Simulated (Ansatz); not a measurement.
Output of an Ansatz run (abridged):

```
WARN ansatz: RAYON_NUM_THREADS=1 ignored (pool sized by the plan → 1); use --threads N
Pseudopotentials: kind: paw
Pseudopotential: Lu, paw, valence charge 25
Pseudopotential: Ga, paw, valence charge 13
Pseudopotential: C, paw, valence charge 4
Crystal: 5 atoms, lattice volume = 102.882 Å³
Basis set: ecut = 420 eV, 2007 PW (Γ), exchange–correlation on 64×64×64 points (8 copies of the dense FFT grid, shifted against one another)
Bands: 56, of which v1, the nominal top of the filled ones, is band 46 counted from 1 (45 counted from 0)
Symmetry: 48 space group operations
Space group: Pm-3m (ITA 221), of the structure as read, at distance tolerance 4.7e-5 Å
k-points: 35 of 729
PAW frozen core: Lu, regenerated for the run's functional, and the local potential with it
PAW frozen core: Ga, regenerated for the run's functional, and the local potential with it
PAW frozen core: C, regenerated for the run's functional, and the local potential with it
Initial density: superposition of atomic densities (neutral atoms: chi_scale 0, normalization atom), corrected by the library's trained network
Initial wavefunctions: pseudopotential atomic-orbital guess
Eigensolver: davidson
Functional: x = pbesol(κ = 0.804, μ = 0.12345679012345678), c = pbesol(β = 0.046)
SCF iter   1: F=—  HF=-47827.068543 eV  |F-HF|=—  |Δ(HF+E_count)|=         —  Δρ=6.34e-3  dr2=8.24e-2  ethr=1.77e-3  ⟨swp⟩=6.6  Hψ=8300  notcnv=0
all-band conjugate gradients solve this SCF's bands
preconditioner: auto → Kerker (q_TF=auto, 2.678 Å⁻¹)
SCF iter   2: F=—  HF=-47827.043642 eV  |F-HF|=—  |Δ(HF+E_count)|=   2.49e-2  S|Δr|=    0.00e0  Δρ=2.48e-3  dr2=1.64e-2  ethr=8.95e-5  ⟨swp⟩=2.1  Hψ=4049  notcnv=0  defer=7
SCF iter   3: F=—  HF=-47827.041292 eV  |F-HF|=—  |Δ(HF+E_count)|=   2.35e-3  S|Δr|=    0.00e0  Δρ=1.29e-3  dr2=4.38e-3  ethr=1.78e-5  ⟨swp⟩=2.0  Hψ=2874  notcnv=0  defer=7
SCF iter   4: F=—  HF=-47827.040720 eV  |F-HF|=—  |Δ(HF+E_count)|=   5.72e-4  S|Δr|=    0.00e0  Δρ=9.34e-4  dr2=1.68e-3  ethr=4.76e-6  ⟨swp⟩=2.7  Hψ=4440  notcnv=0  defer=7
SCF iter   5: F=—  HF=-47827.039832 eV  |F-HF|=—  |Δ(HF+E_count)|=   8.88e-4  S|Δr|=    0.00e0  Δρ=4.17e-4  dr2=3.96e-4  ethr=1.82e-6  ⟨swp⟩=3.5  Hψ=4526  notcnv=0  defer=8
SCF iter   6: F=—  HF=-47827.039697 eV  |F-HF|=—  |Δ(HF+E_count)|=   1.35e-4  S|Δr|=    0.00e0  Δρ=2.84e-4  dr2=4.19e-5  ethr=4.30e-7  ⟨swp⟩=2.1  Hψ=3762  notcnv=0  defer=10
SCF iter   7: F=—  HF=-47827.039662 eV  |F-HF|=—  |Δ(HF+E_count)|=   3.53e-5  S|Δr|=    0.00e0  Δρ=6.83e-5  dr2=5.03e-6  ethr=4.56e-8  ⟨swp⟩=2.2  Hψ=3405  notcnv=0  defer=11
SCF iter   8: F=—  HF=-47827.039661 eV  |F-HF|=—  |Δ(HF+E_count)|=   5.48e-7  S|Δr|=    0.00e0  Δρ=5.13e-5  dr2=1.15e-6  ethr=5.47e-9  ⟨swp⟩=2.7  Hψ=3936  notcnv=0  defer=11
SCF iter   9: F=—  HF=-47827.039661 eV  |F-HF|=—  |Δ(HF+E_count)|=   6.07e-7  S|Δr|=    0.00e0  Δρ=3.28e-5  dr2=6.33e-7  ethr=1.25e-9  ⟨swp⟩=2.6  Hψ=3248  notcnv=0  defer=11
SCF iter  10: F=-47827.039660 eV  HF=-47827.039660 eV  |F-HF|=1.19e-8  |Δ(HF+E_count)|=   1.11e-7  S|Δr|=    0.00e0  Δρ=3.72e-6  dr2=1.23e-8  ethr=1.09e-10  ⟨swp⟩=13.2  Hψ=14511  notcnv=0
SCF 1 converged in 10 iterations: F = -47827.039660 eV  dr2 = 1.23e-8
SCF converged after 10 iterations
Stability not checked (fill_not_monotonic)
Free energy (F): -47827.039660 eV
Harris-Foulkes:  -47827.039660 eV  (|F-HF|=1.19e-8)
Internal energy: -47827.098432 eV  (E = F + TS)
E sigma→0 (E₀):  -47827.059251 eV
Entropy (-TS):   0.058772 eV (11.754 meV/atom)
Fermi energy:    13.359588 eV
--- Per-component energies (eV) ---
  E_band       = 72.065387
  E_kinetic    = 1466.158799
  E_local      = -21904.188680  (includes V_loc(G=0)·N_el)
  E_nonlocal   = 2194.396810
  E_hartree    = 9289.090712
  E_xc         = -768.248207
  E_vxc        = -893.330505  (∫ρ·V_xc dr)
  E_paw        = -23809.510632  (= ΣΔE_a)
  E_vpaw       = 630.840908  (= ΣTr[D̂ρ^β])
  E_aug_tail   = 0.000033  (compensation charges beyond the density's cutoff)
  E_ewald      = -14299.257849
  E_core_change = 4.460581  (= ΣΔE_core)
  E_smearing   = 0.058772  (= −TS)
  E_closure    = 0.000000  (closes the sum)
  Σ components = -47827.039660   (vs F -47827.039660, Δ=0.00e0)
--- Forces (eV/Å), atoms counted from 1 ---
  atom   1  Lu    -0.00000000    -0.00000000    -0.00000000
   [... zero for the other atoms too ...]
  max |Σ_I F_I| component: 1.27e-28 eV/Å
--- Stress (GPa, compression-positive) ---
       -2.051413       0.000000       0.000000
        0.000000      -2.051413       0.000000
       -0.000000       0.000000      -2.051413
  P = ⅓ Tr σ = -2.0514 GPa (-20.514 kbar)
  The stress holds the Pulay correction. Without it, at fixed plane waves, as pw.x and ABINIT print it: P = -2.1488 GPa
--- Band table (eV; the first three rows and the last of 35) ---
  k-point 0: bands = ["-42.0083", "-41.9539", "-41.9539", "-12.9879", "-12.9879", "-12.9879", "-12.7058", "-12.7058", "-12.7058", "-12.4407", "-12.4407", "-12.4407", "-0.0663", "-0.0663", "-0.0663", "-0.0629", "-0.0629", "2.9514", "7.0245", [...]
  k-point 1: bands = ["-42.0068", "-41.9554", "-41.9539", "-12.9789", "-12.9789", "-12.9752", "-12.7086", "-12.7086", "-12.7069", "-12.4590", "-12.4473", "-12.4473", "-0.0663", "-0.0658", "-0.0658", "-0.0624", "-0.0620", "3.0354", "7.0949", [...]
  k-point 2: bands = ["-42.0027", "-41.9595", "-41.9539", "-12.9542", "-12.9542", "-12.9385", "-12.7176", "-12.7176", "-12.7098", "-12.5102", "-12.4646", "-12.4646", "-0.0661", "-0.0646", "-0.0646", "-0.0612", "-0.0597", "3.2629", "7.2857", [...]
  k-point 34: bands = ["-41.9729", "-41.9713", "-41.9713", "-13.1852", "-12.9677", "-12.9658", "-12.9658", "-12.5469", "-12.5469", "-12.5444", "-12.3808", "-12.3808", "-0.0690", "-0.0690", "-0.0690", "-0.0517", "-0.0517", "5.3776", "8.2561", [...]
```

The structure:

```
CELL_PARAMETERS angstrom
      4.68575     0.00000     0.00000
      0.00000     4.68575     0.00000
      0.00000     0.00000     4.68575
ATOMIC_POSITIONS crystal
  Lu 0.50000 0.00000 0.00000
  Lu 0.00000 0.50000 0.00000
  Lu 0.00000 0.00000 0.50000
  Ga 0.50000 0.50000 0.50000
  C  0.00000 0.00000 0.00000
```

Q: What input produced this log?

A: Other spellings and defaults could give the same log, and not every line can be read from it. The input that was run (DFT, PBEsol, plane waves, default PAW files made with PBE):

Ansatz 0.2 input:
```yaml
# Lu3GaC
crystal:
  lattice:
    - [4.685750, 0.000000, 0.000000]
    - [0.000000, 4.685750, 0.000000]
    - [0.000000, 0.000000, 4.685750]
  atoms:
    - { symbol: Lu, position: [0.500000, 0.000000, 0.000000] }
    - { symbol: Lu, position: [0.000000, 0.500000, 0.000000] }
    - { symbol: Lu, position: [0.000000, 0.000000, 0.500000] }
    - { symbol: Ga, position: [0.500000, 0.500000, 0.500000] }
    - { symbol: C, position: [0.000000, 0.000000, 0.000000] }
basis:
  ecutwfc: 420.0
kpoints:
  mp_grid:
    grid: [9, 9, 9]
hamiltonian:
  xc: pbesol
  pseudopotentials:
    kind: paw
scf:
  occupations:
    method: cold
    width: 0.2
output:
  forces: true
  eigenvalues: true
  stress: true
```

The starting cell comes from a database of computed structures (which also holds hypothetical and non-ambient phases and stackings), without a prior relaxation at this level. Spin-orbit coupling is off. Ansatz's pressure includes its estimate of the finite-basis (Pulay) stress.

Ansatz is a quantum-chemistry and plane-wave program.
